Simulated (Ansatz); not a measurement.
MgSe: isotropic strain +1.00 %

Base system: MgSe in the rock salt structure (space group Fm-3m, No. 225; a = 5.508 Å).

Modification: every lattice vector is stretched by 1.00 %, atoms relaxed at fixed cell.

The values are results of DFT with PBE, PAW potentials and a 420 eV plane-wave cutoff in Ansatz (a first-principles code), no spin-orbit coupling, not measurements. Settings: 10×10×10 k-points, 0.05 eV Fermi–Dirac smearing.

| quantity | base | changed | shift |
|---|---|---|---|
| volume per atom | 20.89 Å³ | 21.52 Å³ | +0.63 Å³ |
| shortest interatomic distance | 2.754 Å | 2.782 Å | +0.028 Å |
| energy relative to the base (free energy F) | 0 meV/atom | +3.4 meV/atom | +3.4 meV/atom |
| pressure | 0.1 kbar | -17.0 kbar | -17.03 kbar |
| band gap | 1.77 eV | 1.72 eV | -0.05 eV |
| gap character | indirect, Γ → X | indirect, Γ → X | – |
| mean gap deformation potential ΔEg/Δln V | – | -1.7 eV | – |
| width of the top valence band | 2.46 eV | 2.37 eV | -0.084 eV |
| electron mass | 0.48 mₑ along k, 0.24 mₑ across (at X) | 0.48 mₑ along k, 0.24 mₑ across (at X) | – |
| valley order (the lowest conduction-band minima on the path, energy above the VBM, named in the base's zone) | X along ⟨100⟩ 1.77 eV; Γ 2.40 eV | X along ⟨100⟩ 1.72 eV; Γ 2.22 eV | – |

Final structure:

```xyz
2
Lattice="0.0000 2.7816 2.7816 2.7816 0.0000 2.7816 2.7816 2.7816 0.0000" Properties=species:S:1:pos:R:3 pbc="T T T"
Mg     0.0000     0.0000     0.0000
Se     2.7816     2.7816     2.7816
```

Masses are band curvatures over ±0.01 Å⁻¹ around the edge. Along k means along the line from Γ to the band edge. No phonon test of stability was made.
